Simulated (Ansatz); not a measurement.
An Ansatz (a quantum-chemistry and plane-wave program) run: SrCl2 with a change (isotropic strain +2.00 %); Kohn–Sham DFT with the PBEsol functional, run in Ansatz with PAW and 420 eV plane waves, scalar-relativistic without spin-orbit coupling.

Input:

Ansatz 0.2 input:
```yaml
crystal:
  lattice:
    - [0, 3.5230006639, 3.5230006639]
    - [3.5230006639, 0, 3.5230006639]
    - [3.5230006639, 3.5230006639, 0]
  atoms:
    - { symbol: Sr, position: [0, 0, 0] }
    - { symbol: Cl, position: [0.25, 0.25, 0.25] }
    - { symbol: Cl, position: [0.75, 0.75, 0.75] }
basis: { ecutwfc: 420, ecutrho_ratio: 4, xc_grid: 2, fft_grid_basis: typed }
kpoints: { mp_grid: { grid: [8, 8, 8] } }
hamiltonian:
  xc: pbesol
  dispersion: none
  pseudopotentials: { kind: paw }
scf: { occupations: { method: fermi_dirac, width: 0.05 }, convergence: { dr2_threshold: 0.0000000003 } }
relax: { f_tol: 0.005, max_steps: 50 }
output: { forces: true, stress: true }
checkpoint: { write: state.ck, write_every: 1000 }
```

Output:

```
Relaxation: its limit of steps is 50 (relax.max_steps)
WARN ansatz: RAYON_NUM_THREADS=1 ignored (pool sized by the plan → 1); use --threads N
Pseudopotentials: kind: paw
Pseudopotential: Sr, paw, valence charge 10
Pseudopotential: Cl, paw, valence charge 7
Functional definition: PBEsol
Crystal: 3 atoms, lattice volume = 87.452 Å³
Basis set: ecut = 420 eV, 1687 PW (Γ), exchange–correlation on 72×72×72 points (8 copies of the dense FFT grid, shifted against one another)
Bands: 16, of which v1, the nominal top of the filled ones, is band 12 counted from 1 (11 counted from 0)
Symmetry: 48 space group operations
Space group: Fm-3m (ITA 225), of the structure as read, at distance tolerance 4.4e-5 Å
k-points: 29 of 512
PAW frozen core: Sr, regenerated for the run's functional, and the local potential with it
PAW frozen core: Cl, regenerated for the run's functional, and the local potential with it
Initial density: superposition of atomic densities (neutral atoms: chi_scale 0, normalization atom), corrected by the library's trained network
Initial wavefunctions: pseudopotential atomic-orbital guess
Eigensolver: davidson
Functional: x = pbesol(κ = 0.804, μ = 0.12345679012345678), c = pbesol(β = 0.046)
SCF iter   1: F=—  HF=-5621.339096 eV  |F-HF|=—  |Δ(HF+E_count)|=         —  Δρ=3.90e-3  dr2=2.01e-2  ethr=1.77e-3  ⟨swp⟩=9.3  Hψ=3335  notcnv=0
all-band conjugate gradients solve this SCF's bands
preconditioner: auto → none
SCF iter   2: F=—  HF=-5621.334665 eV  |F-HF|=—  |Δ(HF+E_count)|=   4.43e-3  Δρ=1.17e-3  dr2=7.27e-4  ethr=8.37e-5  ⟨swp⟩=2.9  Hψ=1075  notcnv=0
SCF iter   3: F=—  HF=-5621.334663 eV  |F-HF|=—  |Δ(HF+E_count)|=   2.59e-6  Δρ=5.04e-4  dr2=1.19e-4  ethr=3.03e-6  ⟨swp⟩=2.7  Hψ=782  notcnv=0
SCF iter   4: F=—  HF=-5621.334725 eV  |F-HF|=—  |Δ(HF+E_count)|=   6.22e-5  Δρ=9.26e-5  dr2=4.38e-6  ethr=4.94e-7  ⟨swp⟩=2.3  Hψ=621  notcnv=0
SCF iter   5: F=—  HF=-5621.334730 eV  |F-HF|=—  |Δ(HF+E_count)|=   5.15e-6  Δρ=9.56e-6  dr2=6.07e-8  ethr=1.83e-8  ⟨swp⟩=2.9  Hψ=835  notcnv=0
SCF iter   6: F=—  HF=-5621.334730 eV  |F-HF|=—  |Δ(HF+E_count)|=   5.66e-9  Δρ=8.74e-7  dr2=3.45e-10  ethr=2.53e-10  ⟨swp⟩=2.1  Hψ=709  notcnv=0
SCF iter   7: F=-5621.334730 eV  HF=-5621.334730 eV  |F-HF|=1.42e-10  |Δ(HF+E_count)|=   2.45e-9  Δρ=2.67e-7  dr2=3.25e-11  ethr=1.25e-12  ⟨swp⟩=5.6  Hψ=1984  notcnv=0
SCF 1 converged in 7 iterations: F = -5621.334730 eV  dr2 = 3.25e-11
relax step   1: F+E_penalty+E_count = -5621.33473020 eV  Δ(F+E_penalty+E_count) = +0.000e0 eV  max|allowed force component| = 5.782e-19 eV/Å  Δτ_max = 0.0000 Å  (7 SCF iters, accepted)
the relaxation is at rest under the 48 symmetry operations that the run kept from its start: a minimum is not shown …
SCF converged after 7 iterations
Free energy (F): -5621.334730 eV
Harris-Foulkes:  -5621.334730 eV  (|F-HF|=1.42e-10)
Internal energy: -5621.334730 eV  (E = F + TS)
E sigma→0 (E₀):  -5621.334730 eV
Fermi energy:    5.333067 eV
--- Per-component energies (eV) ---
  E_band       = -154.957592
  E_kinetic    = 565.950730
  E_local      = -1199.721494  (includes V_loc(G=0)·N_el)
  E_nonlocal   = 260.954282
  E_hartree    = 329.408787
  E_xc         = -383.874928
  E_vxc        = -404.598096  (∫ρ·V_xc dr)
  E_paw        = -3928.153258  (= ΣΔE_a)
  E_vpaw       = -36.360718  (= ΣTr[D̂ρ^β])
  E_aug_tail   = 0.000186  (compensation charges beyond the density's cutoff)
  E_ewald      = -1266.190247
  E_core_change = 0.291212  (= ΣΔE_core)
  E_smearing   = -0.000000  (= −TS)
  E_closure    = -0.000000  (closes the sum)
  Σ components = -5621.334730   (vs F -5621.334730, Δ=0.00e0)
  [band-id]    e_kinetic+e_local+e_nonlocal+2·e_hartree+e_vxc+e_vpaw+e_augmentation_tail = -154.957536   (vs E_band -154.957592, Δ=5.55e-5)
--- Forces (eV/Å), atoms counted from 1 ---
  atom   1  Sr    -0.00000000    -0.00000000    -0.00000000
  atom   2  Cl    -0.00000000     0.00000000    -0.00000000
  atom   3  Cl    -0.00000000    -0.00000000     0.00000000
  max |Σ_I F_I| component: 1.16e-18 eV/Å
--- Stress (GPa, compression-positive) ---
       -1.974704       0.000000       0.000000
        0.000000      -1.974704       0.000000
        0.000000       0.000000      -1.974704
  P = ⅓ Tr σ = -1.9747 GPa (-19.747 kbar)
  The stress holds the Pulay correction. Without it, at fixed plane waves, as pw.x and ABINIT print it: P = -1.9762 GPa
  The stress includes an estimate of the error left by incomplete SCF convergence (largest component -0.0001 GPa).
--- Band table ---
  band table: none
--- Relaxed structure (1 steps of the walk, 1 accepted, 0 SCFs on fresh bases) ---
  F+E_penalty+E_count = -5621.33473020 eV   max|allowed force component| = 5.782e-19 eV/Å
  atoms:
    - { symbol: Sr, position: [0.0, 0.0, 0.0] }
    - { symbol: Cl, position: [0.25, 0.25, 0.25] }
    - { symbol: Cl, position: [0.75, 0.75, 0.75] }
```

No phonon test of stability was made. The cell was made from SrCl₂ in the fluorite structure (space group Fm-3m, No. 225) by this change: isotropic strain +2.00 %.
